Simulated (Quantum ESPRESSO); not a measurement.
Worked example: self-consistent single point of RbPbF3 (Pm-3m, 5 atoms in the cell) in Quantum ESPRESSO.

Method of the run: PBEsol, spin-orbit coupling, PseudoDojo fully relativistic norm-conserving (PBESOL) pseudopotentials (plane waves; Quantum ESPRESSO).

```xyz
5
Lattice="4.8617 0.0000 0.0000 0.0000 4.8617 0.0000 0.0000 0.0000 4.8617" Properties=species:S:1:pos:R:3 pbc="T T T"
Rb     0.0000     0.0000     0.0000
Pb     2.4309     2.4309     2.4309
F      0.0000     2.4309     2.4309
F      2.4309     0.0000     2.4309
F      2.4309     2.4309     0.0000
```

Reference input (self-consistent single point, DFT, PBEsol, plane waves, PseudoDojo standard norm-conserving (PBESOL) pseudopotentials): ecutwfc = 85 Ry; occupations = fixed; potentials = {Rb: Rb.upf, Pb: Pb.upf, F: F.upf}; K_POINTS = automatic 4 4 4 0 0 0; nbnd = 26; conv_thr = 1e-10 Ry; mixing_beta = 0.7. This run's input differs from it in these lines:

```diff
@@ -15,3 +15,5 @@
   occupations = 'fixed'
-  nbnd = 26
+  nbnd = 52
+  noncolin = .true.
+  lspinorb = .true.
 /
```

Its files differ too (potentials: PseudoDojo fully relativistic norm-conserving (PBESOL)).

Log, with long lists cut:

```
     Self-consistent Calculation

     iteration #  1     ecut=    85.00 Ry     beta= 0.70

     total energy              =    -341.68283124 Ry
     estimated scf accuracy    <       0.72318955 Ry

     iteration #  2     ecut=    85.00 Ry     beta= 0.70

     total energy              =    -341.80500501 Ry
     estimated scf accuracy    <       1.16883478 Ry

     iteration #  3     ecut=    85.00 Ry     beta= 0.70

     total energy              =    -342.04187118 Ry
     estimated scf accuracy    <       0.00631078 Ry

   [... 6 blocks of this kind left out ...]

     iteration # 10     ecut=    85.00 Ry     beta= 0.70

     total energy              =    -342.04313268 Ry
     estimated scf accuracy    <          2.8E-10 Ry

     iteration # 11     ecut=    85.00 Ry     beta= 0.70
     End of self-consistent calculation

     highest occupied, lowest unoccupied level (ev):     4.3492    6.1438

!    total energy              =    -342.04313268 Ry
     estimated scf accuracy    <          3.7E-12 Ry

     convergence has been achieved in  11 iterations

     Forces acting on atoms (cartesian axes, Ry/au):

     atom    1 type  1   force =     0.00000000    0.00000000    0.00000000
   [... zero for the other atoms too ...]

     Total force =     0.000000     Total SCF correction =     0.000000

          total   stress  (Ry/bohr**3)                   (kbar)     P=      -18.09
  -0.00012300   0.00000000   0.00000000          -18.09        0.00        0.00
   0.00000000  -0.00012300   0.00000000            0.00      -18.09        0.00
   0.00000000   0.00000000  -0.00012300            0.00        0.00      -18.09

   JOB DONE.
```

The run converged in 11 iterations. Against the reference run the pressure moves little (-1.90 to -1.81 GPa) and the gap on the mesh goes from 2.996 to 1.795 eV.

The starting cell comes from a database of computed structures (which also holds hypothetical and non-ambient phases and stackings), without a prior relaxation at this level.

Cost on one core of a shared machine: roughly 3 min.
